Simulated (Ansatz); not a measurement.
Symmetric slabs, relaxed from ideal cuts in 1x1 cells, of elemental solids: work function (eV) by functional, in Ansatz (plane waves, PAW). All structures are PBE's; the other columns are single points with references at the same level. No spin-orbit coupling, Hubbard U or dispersion.

```csv
system,PBE,LDA,PBEsol,RPBE,r2SCAN
"hcp Tl (10-12), ideal cut with outer spacing 0.70 Å",3.51,3.84,3.60,3.35,3.53
"fcc Rh (221), ideal cut with outer spacing 0.64 Å",4.82,5.21,4.94,4.64,4.78
"hcp Zr (20-21), ideal cut with outer spacing 0.23 Å",3.76,[?],3.83,3.62,3.76
"bcc Ta (221), ideal cut with outer spacing 0.55 Å",4.07,4.33,4.16,3.94,4.08
"bcc V (210), ideal cut with outer spacing 0.67 Å",4.07,[?],4.16,3.94,4.12
"tetragonal indium (102), ideal cut with outer spacing 0.99 Å",3.79,[?],3.87,3.66,3.91
"hcp Os (10-12), ideal cut with outer spacing 1.07 Å",4.85,5.18,4.96,4.70,4.88
"hcp Y (21-32), ideal cut with outer spacing 0.74 Å",2.98,3.16,3.03,2.87,2.99
"hcp Re (21-30), ideal cut with outer spacing 0.30 Å",4.53,4.82,4.63,4.39,4.57
"hcp Cd (21-30), ideal cut with outer spacing 0.33 Å",3.91,4.25,4.01,[?],3.95
"bcc Ta (211), ideal cut with outer spacing 1.35 Å",3.96,[?],4.05,[?],3.96
"fcc Rh (211), ideal cut with outer spacing 0.78 Å",4.87,5.25,4.99,4.69,4.85
```

Problem. What belongs in the gaps?

Solution. 
- hcp Zr (20-21), ideal cut with outer spacing 0.23 Å, LDA: 3.99
- bcc V (210), ideal cut with outer spacing 0.67 Å, LDA: 4.32
- tetragonal indium (102), ideal cut with outer spacing 0.99 Å, LDA: 4.06
- hcp Cd (21-30), ideal cut with outer spacing 0.33 Å, RPBE: 3.75
- bcc Ta (211), ideal cut with outer spacing 1.35 Å, LDA: 4.23
- bcc Ta (211), ideal cut with outer spacing 1.35 Å, RPBE: 3.83

The rows are a random draw from the class, without slabs that broke up, higher cuts of a face and adsorbates that left their site. Mean shift from PBE over these rows: LDA 0.29 eV (from 0.18 to 0.39, 12 rows); PBEsol 0.09 eV (from 0.05 to 0.12, 12 rows); RPBE -0.14 eV (from -0.18 to -0.11, 12 rows); r2SCAN 0.02 eV (from -0.03 to 0.13, 12 rows).

Ansatz is a quantum-chemistry and plane-wave program.
